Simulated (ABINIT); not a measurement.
Checking a run of ABINIT on Cs3Pt (P1, 4 atoms in the cell). The aim is a self-consistent single point with DFT, PBEsol, plane waves, PAW (JTH v2.0 PBE PAW, files made for PBE).

Cell that was meant: a = 5.7777 Å, b = 5.7777 Å, c = 5.7777 Å, α = 90.00°, β = 90.00°, γ = 90.00°.

Part of the input:

```
# Cs4Pt, JTH v2.0 PBE PAW
pp_dirpath "./"
pseudos "Cs.GGA_PBE-JTH.xml, Pt.GGA_PBE-JTH.xml"
acell 3*1.0
[...]
        10.9181761439    0.0000000000    0.0000000000
         0.0000000000   10.9181761439    0.0000000000
         0.0000000000    0.0000000000   10.9181761439
natom 5
ntypat 2
znucl 55 78
typat 1 1 1 2 1
xcart
         5.7595832885    0.0080020453    2.8685107826
         2.8995252078    0.0141436872    5.7715950228
         0.0128552713    2.8585443364    0.0114281917
         2.8833362325    2.8969657089    2.9037602253
         2.9265241663    5.7597450627    5.7443187372
      Angstrom
ecut 571 eV
pawecutdg 1143 eV
pawovlp -1
ixc -116133
occopt 6
tsmear 0.00734986
nband 30
kptopt 1
ngkpt 3 3 3
nshiftk 1
```

Log, with long lists cut:

```
 Symmetries : space group P1 (#  1); Bravais aP (primitive triclinic)

 -outvars: echo values of preprocessed input variables --------
   [... lines left out ...]

 Coarse grid specifications (used for wave-functions):

 getcut: wavevector=  0.0000  0.0000  0.0000  ngfft=  48  48  48
         ecut(hartree)=     20.984   => boxcut(ratio)=   2.13198

 Fine grid specifications (used for densities):

 getcut: wavevector=  0.0000  0.0000  0.0000  ngfft=  64  64  64
         ecut(hartree)=     42.004   => boxcut(ratio)=   2.00917

   1.11724960E+04                                ecore*ucvol(ha*bohr**3)

_setup2: Arith. and geom. avg. npw (full set) are    5978.778    5978.738
--- !BeginCycle
solver: {iscf: 17, nstep: 100, nline: 4, wfoptalg: 10, }
tolerances: {tolvrs: 1.00E-11, }
...

     iter   Etot(hartree)      deltaE(h)  residm     nres2
 ETOT  1   705.59970999862     7.056E+02 6.660E-02 1.989E+01
 ETOT  2   705.56720789618    -3.250E-02 5.238E-03 8.372E+00
 ETOT  3   705.61365202123     4.644E-02 2.612E-03 6.472E+00
 ETOT  4   705.62546016528     1.181E-02 1.503E-03 9.276E-01
 ETOT  5   705.63142652202     5.966E-03 5.505E-04 1.702E-01
   [... 15 lines left out ...]
 ETOT 21   705.63440890282    -8.299E-12 3.992E-07 4.991E-10
 ETOT 22   705.63440890283     5.684E-12 5.839E-07 7.467E-11
 ETOT 23   705.63440890282    -2.274E-12 1.686E-07 2.719E-11
 ETOT 24   705.63440890283     9.095E-13 2.461E-07 2.937E-12
 At SCF step   24       nres2   =  2.94E-12 < tolvrs=  1.00E-11 =>converged.

 Cartesian components of stress tensor (hartree/bohr^3)
  sigma(1 1)= -1.91829984E-01  sigma(3 2)= -2.30264944E-01
  sigma(2 2)= -2.70396359E-01  sigma(3 1)=  1.93983750E-01
  sigma(3 3)= -1.95820606E-01  sigma(2 1)=  2.27923480E-01

 ----iterations are completed or convergence reached----

 reduced coordinates (array xred) for    5 atoms
       0.996873004370      0.001385000015      0.496484002172
       0.501852002196      0.002448000011      0.998952004370
       0.002225000018      0.494759002173      0.001978000009
       0.499050002183      0.501409002202      0.502585002207
       0.506525002225      0.996901004370      0.994231004358
 cartesian forces (eV/Angstrom) at end:
   [... lines left out ...]
 Fermi (or HOMO) energy (eV) =   2.04131   Average Vxc (eV)=  -8.56653
   [... lines left out ...]
total_energy        :  7.05634408505999E+02
total_energy_eV     :  1.92012887546808E+04
...

-Cartesian components of stress tensor (GPa)         [Pressure=  6.4535E+03 GPa]
- sigma(1 1)= -5.64383203E+03  sigma(3 2)= -6.77462739E+03
- sigma(2 2)= -7.95533421E+03  sigma(3 1)=  5.70719801E+03
- sigma(3 3)= -5.76124015E+03  sigma(2 1)=  6.70573918E+03

 Calculation completed.
```

Task: Is anything amiss in this input, and did it matter?

Result: The run is not sound. The fault is one atom entered twice. Two nuclei at or near one point give a huge ion-ion repulsion and overlapping cores, and the electron count is too high as well. To fix it, remove the duplicate atom. The run converged in 24 iterations without an error; against the sound input the pressure goes from -1.45 to 6453 GPa and the largest force goes from 0.067 to 466500 eV/Å.

An input that runs soundly differs in these lines (not the only fix; some lines may just follow from the change or write a value another way):
```diff
-# Cs4Pt, JTH v2.0 PBE PAW
+# Cs3Pt, JTH v2.0 PBE PAW
-natom 5
+natom 4
-typat 1 1 1 2 1
+typat 1 1 1 2
-         2.9265241663    5.7597450627    5.7443187372
-pawovlp -1
-nband 30
+nband 25
```

With that input, the run converged in 18 iterations: free energy E − TS -2405.43 eV; Fermi level (on the code's own zero) 2.55 eV; pressure -1.45 GPa; largest force (vector length) 0.067 eV/Å (DFT, PBEsol, plane waves, PAW (JTH v2.0 PBE PAW, files made for PBE)).

On the sound input: the starting cell comes from a database of computed structures (which also holds hypothetical and non-ambient phases and stackings), without a prior relaxation at this level. Its atoms were displaced at random from the sites of space group no. 221. Spin polarisation is off. The potentials were made for another functional than the one used. Without a gap this mesh is coarse (it stands for a supercell whose shortest vector is 17 Å).

These are the values that this program gave, and no reference: the one-centre exchange-correlation terms come from a truncated expansion.
